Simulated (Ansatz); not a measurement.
We consider Li3SCl (model structure, started from the Li3OCl type, Pm-3m, No. 221, 5 atoms in the cell), described by G0W0@PBEsol in Ansatz (hard PAW, contour deformation, complete-basis limit).

Numerical settings: largest k mesh 6×6×6 (not extrapolated in the mesh).

Cell (relaxed with PBEsol):

```xyz
5
Lattice="4.5452 0.0000 0.0000 0.0000 4.5452 0.0000 0.0000 0.0000 4.5452" Properties=species:S:1:pos:R:3 pbc="T T T"
Li     0.0000     2.2726     2.2726
Li     2.2726     0.0000     2.2726
Li     2.2726     2.2726     0.0000
Cl     0.0000     0.0000     0.0000
S      2.2726     2.2726     2.2726
```

Question: Estimate the band gap that the calculation returns.

Answer: 
- band gap = 6.20 eV (indirect)

Note: the relaxation could raise the start's symmetry but not lower it, so the cell can be a saddle point; the gap holds a correction of +0.24 eV to the complete basis.

Static lattice: no zero-point or thermal effects.

A model structure was made by putting elements into a prototype or built by hand; it is no filed structure, need not be a known phase, and can be a saddle point held by its symmetry.

Ansatz is a quantum-chemistry and plane-wave program.
